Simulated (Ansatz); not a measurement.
Data:

```
CELL_PARAMETERS angstrom
      4.11751     0.00000     0.00000
      0.00000     4.11751     0.00000
      0.00000     0.00000     4.11751
ATOMIC_POSITIONS crystal
  Sr 0.00000 0.00000 0.00000
  Ti 0.50000 0.50000 0.50000
  O  0.00000 0.50000 0.50000
  O  0.50000 0.50000 0.00000
  O  0.50000 0.00000 0.50000
```

No spin polarisation.

Calculations: PBEsol (Ansatz, a program for electronic structure; PAW; 420 eV plane waves; without spin-orbit coupling). Γ-centred 9×9×9 mesh, Fermi–Dirac width 0.05 eV.

What is the computed width of the top valence band?

0.91 eV.

Estimate the band gap.

1.53 eV.

The cells carry an imposed strain or load. Stability against distortions was not tested. All final runs are without spin polarisation. The cell was made from SrTiO3 in the cubic perovskite structure (space group Pm-3m, No. 221) by this change: isotropic strain +5.82 %. Many cubic perovskites are stable only at high temperature; tilts and polar distortions were not tested.
